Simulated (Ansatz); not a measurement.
**Several settings converged on BaSbPt (P3m1, 3 atoms in the cell)**

```yaml
crystal:
  lattice:
    - [4.59084, 0.00000, 0.00000]
    - [-2.29542, 3.97578, 0.00000]
    - [0.00000, 0.00000, 5.01134]
  atoms:
    - { symbol: Ba, position: [0.00000, 0.00000, 0.00998] }
    - { symbol: Sb, position: [0.66667, 0.33333, 0.50000] }
    - { symbol: Pt, position: [0.33333, 0.66667, 0.50000] }
```

Base method: LDA (PW92), default PAW files made with PBE (plane waves; Ansatz, a first-principles code).

Base settings: basis.ecutwfc = 420 eV; kpoints.mp_grid.grid = 8 8 7; hamiltonian.xc = lda; hamiltonian.pseudopotentials = {kind: paw} (the program's default PAW files); scf.occupations.method = gaussian; scf.occupations.width = 0.1 eV.

The count of work is k-points × plane waves × bands × iterations; it is no time. Core times come from one kind of shared machine, to one figure; runs under 30 s give none.

**The cutoff for other potential files**

Level: DFT, LDA (PW92), plane waves, harder PAW files (source: ansatz) made with PBE.

In this ladder: hamiltonian.pseudopotentials = {kind: paw, source: ansatz}.

The second cell is the first with its lattice scaled by 0.98.

The mesh stays at the base's, so the ladder's end is converged at best in this setting alone.

The first pressure column holds Ansatz's estimate of the finite-basis (Pulay) stress, which hides part of the cutoff error; the other is without it.

Only quantities that move along the ladder and can be compared are tabulated.

| basis.ecutwfc | free energy less the last step's (meV/atom) | energy of the compressed cell less the first (meV/atom) | pressure (GPa) | pressure without the Pulay estimate (GPa) | largest difference of a force vector from the last step's (eV/Å) | count of work / last | core time / last (rough) |
|---|---|---|---|---|---|---|---|
| 255 eV | 6468.76 | -12.19 | -4.63 | -167.86 | 0.086 | 0.11 | – |
| 315 eV | 1180.38 | -31.53 | -4.85 | -42.28 | 0.017 | 0.16 | – |
| 400 eV | 92.78 | -35.15 | -4.91 | -9.00 | 0.000 | 0.21 | 0.4 |
| 485 eV | 5.87 | -34.77 | -4.86 | -5.15 | 0.000 | 0.27 | – |
| 570 eV | 1.63 | -34.73 | -4.86 | -4.87 | 0.000 | 0.35 | 0.4 |
| 685 eV | 1.17 | -34.73 | -4.86 | -4.87 | 0.000 | 0.47 | 0.4 |
| 855 eV | 0.56 | -34.73 | -4.86 | -4.86 | 0.000 | 0.64 | 0.4 |
| 1140 eV | 0.00 | -34.73 | -4.86 | -4.86 | 0.000 | 1.0 | 1 |

Coarsest basis.ecutwfc that holds the forces within 0.005 eV/Å of the last step, with all finer ones: 400 eV, at 0.21 of the last step's count of work and about 0.4 of the last step's time; the step before is off by 0.017 eV/Å.

Coarsest basis.ecutwfc that holds the pressure without the Pulay estimate within 1 GPa of the last step, with all finer ones: 485 eV, at 0.27 of the last step's count of work; the step before is off by 4.1 GPa.

Coarsest basis.ecutwfc that holds the energy of the compressed cell less the first within 1 meV/atom of the last step, with all finer ones: 400 eV, at 0.21 of the last step's count of work and about 0.4 of the last step's time; the step before is off by 3.2 meV/atom.

The energy difference between the two cells stays within 1 meV/atom of the last step's from 400 eV on, the total only from 855 eV on: much of the error is common to both cells and cancels.

At the lowest cutoff the pressure without the Pulay estimate lies 163 GPa under the last step's, the usual sign of Pulay stress in an incomplete plane-wave basis.

**The relaxed cell against the cutoff**

On BaSbPt (P-6m2, 3 atoms in the cell): atoms on their sites.

In this ladder: relax = cell and atoms.

The mesh stays at the base's, so the ladder's end is converged at best in this setting alone.

Only quantities that move along the ladder and can be compared are tabulated.

```csv
basis.ecutwfc,relaxed volume (Å³/atom),relaxation steps,core time / last (rough)
250 eV,27.971,50,0.9
295 eV,28.055,19,0.6
355 eV,28.000,8,0.3
420 eV,27.991,6,0.2
505 eV,27.991,6,0.4
630 eV,27.990,6,0.6
840 eV,27.990,6,1
```

Coarsest basis.ecutwfc that holds the relaxed volume within 0.056 Å³/atom of the last step, with all finer ones: 355 eV, at about 0.3 of the last step's time; the step before is off by 0.066 Å³/atom.

On the base run: the starting cell comes from a database of computed structures (which also holds hypothetical and non-ambient phases and stackings), without a prior relaxation at this level. Its lattice was rescaled by up to half a per cent. One atom was moved a little off its site on purpose. Spin polarisation is off.

Left out of this page: 1 run of the series stopped by limits of time or memory.

Keys are those of Ansatz 0.2.
